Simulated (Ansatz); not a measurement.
Start from BN (space group P6_3/mmc, No. 194; a = 2.506 Å, c = 6.615 Å; layered, stacked along the Cartesian z axis). Axes: x lies along a and z along c of the hexagonal cell.

The values are results of PBE-D3(BJ) (Ansatz, a program for electronic structure; PAW; 420 eV plane waves; no SOC), not measurements.

Modification: every lattice vector is shortened by 0.60 %, atoms relaxed at fixed cell.

Q: Predict the stress tensor and what it implies for the stiffness.

A: Stress of the strained cell less that of the base (GPa, compression positive):
```
   6.69    0.00    0.00
   0.00    6.69    0.00
   0.00    0.00    0.16
```

Then B = −ΔP/(ΔV/V₀) with ΔV/V₀ = -0.0179 gives secant stiffness values (nonlinear terms included at this strain): B (at held cell shape, above the free-shape value) ≈ 252 GPa.

No phonon test of stability was made.
